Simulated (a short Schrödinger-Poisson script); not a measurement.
Structure: MOS inversion layer, SiO2 on p-type Si(100), at 300 K.

| layer | material | thickness (nm) | Na (cm⁻³) |
|---|---|---|---|
| 1 | SiO2 | 1.2 | - |
| 2 | Si | 630 | 4.7e17 |

Constants are typed, rounded textbook-type inputs, not results; the design itself was drawn at random and stands for no fabricated device. SiO2: permittivity 3.9, conduction-band edge (eV) 3.15, gap (eV) 9, electron mass (mₑ) 0.5. Si: permittivity 11.7, conduction-band edge (eV) 0, gap (eV) 1.124, Nv at 300 K (cm⁻³) 3.1e19.

Channel valleys (confinement mass, in-plane density-of-states mass, number): Δ2 0.916, 0.19, 2; Δ4 0.19, 0.417, 4. At the gate the conduction-band edge of layer 1 lies 3.68 eV − eVg above the Fermi level of the channel; the field vanishes at the back. Gaps are held at their typed values at every temperature. Mesh 0.03 nm at interfaces.

From a short Schrödinger-Poisson script (our own, NumPy): 1D Poisson equation in equilibrium, electrons quantum, Hartree (BenDaniel-Duke, 12 states a valley, the channel's in-plane mass for all, wave functions ending at the dielectric), parabolic valleys, classical holes, full ionisation, no traps, pinning or gate leakage.

The same stack at other levels of the model or other numerical settings:

```json
[
 {"run": "base", "sheet density of all electrons at Vg = 1.35 V (cm⁻²)": "7.79e12", "sheet density of all electrons at Vg = 0.75 V (cm⁻²)": "6.29e11", "capacitance at Vg = 1.35 V (μF/cm²)": "2.13", "centroid of the channel electrons at Vg = 1.35 V (nm)": "1.48", "rough cost against the base": "about 1"},
 {"run": "electrons treated as classical, Boltzmann", "sheet density of all electrons at Vg = 1.35 V (cm⁻²)": "…", "sheet density of all electrons at Vg = 0.75 V (cm⁻²)": "1.49e12", "capacitance at Vg = 1.35 V (μF/cm²)": "2.67", "centroid of the channel electrons at Vg = 1.35 V (nm)": "0.38", "rough cost against the base": "0.04"},
 {"run": "electrons treated as classical, Fermi-Dirac", "sheet density of all electrons at Vg = 1.35 V (cm⁻²)": "1.01e13", "sheet density of all electrons at Vg = 0.75 V (cm⁻²)": "1.43e12", "capacitance at Vg = 1.35 V (μF/cm²)": "2.45", "centroid of the channel electrons at Vg = 1.35 V (nm)": "0.56", "rough cost against the base": "0.2"},
 {"run": "mesh six times as coarse", "sheet density of all electrons at Vg = 1.35 V (cm⁻²)": "7.80e12", "sheet density of all electrons at Vg = 0.75 V (cm⁻²)": "6.31e11", "capacitance at Vg = 1.35 V (μF/cm²)": "2.13", "centroid of the channel electrons at Vg = 1.35 V (nm)": "1.48", "rough cost against the base": "0.3"},
 {"run": "one subband a valley", "sheet density of all electrons at Vg = 1.35 V (cm⁻²)": "7.77e12", "sheet density of all electrons at Vg = 0.75 V (cm⁻²)": "…", "capacitance at Vg = 1.35 V (μF/cm²)": "2.12", "centroid of the channel electrons at Vg = 1.35 V (nm)": "…", "rough cost against the base": "0.5"}
]
```

Q: Fill in the missing entries.

A: 
- one subband a valley, centroid of the channel electrons at Vg = 1.35 V (nm): 1.45
- one subband a valley, sheet density of all electrons at Vg = 0.75 V (cm⁻²): 6.15e11
- electrons treated as classical, Boltzmann, sheet density of all electrons at Vg = 1.35 V (cm⁻²): 1.08e13

The classical rows ignore confinement, and Boltzmann statistics overrate the density once the band edge passes the Fermi level.
